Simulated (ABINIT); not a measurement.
Band structure of Mo (Im-3m, 1 atom in the cell).

```yaml
crystal:
  lattice:
    - [-1.55784, 1.55784, 1.55784]
    - [1.55784, -1.55784, 1.55784]
    - [1.55784, 1.55784, -1.55784]
  atoms:
    - { symbol: Mo, position: [0.00000, 0.00000, 0.00000] }
```

Level of theory: PBE, norm-conserving pseudopotentials (PseudoDojo nc-sr-05 PBE standard) (plane waves; ABINIT).

Settings: pseudos = [Mo.upf]; ecut = 40 Ha; occopt = 7; tsmear = 0.05 eV; ngkpt = 10 10 10; nshiftk = 1; shiftk = 0 0 0; potentials = PseudoDojo nc-sr-05 PBE standard; kptopt = 1; nstep = 60; tolvrs1 = 1e-12; ndtset = 2; getden2 = 1.

The starting cell comes from a database of computed structures (which also holds hypothetical and non-ambient phases and stackings), without a prior relaxation at this level. Its lattice was rescaled by a random factor within 2.5 % of one. Spin polarisation is off.

Levels in eV from the Fermi level, bands 4 to 11:
```json
[
 {"point": "Γ", "4": "-34.59", "5": "-7.47", "6": "-1.54", "7": "-1.54", "8": "-1.54", "9": "1.60", "10": "1.60", "11": "14.85"},
 {"point": "H", "4": "-35.65", "5": "-5.82", "6": "-5.82", "7": "4.06", "8": "4.06", "9": "4.06", "10": "9.23", "11": "9.23"},
 {"point": "N", "4": "-34.60", "5": "-5.65", "6": "-3.68", "7": "1.62", "8": "1.65", "9": "2.31", "10": "4.87", "11": "11.98"},
 {"point": "P", "4": "-35.38", "5": "-2.82", "6": "-2.82", "7": "-2.82", "8": "2.44", "9": "2.44", "10": "9.87", "11": "11.79"}
]
```

Bands cross the Fermi level along this path, so the cell is metallic at this level.
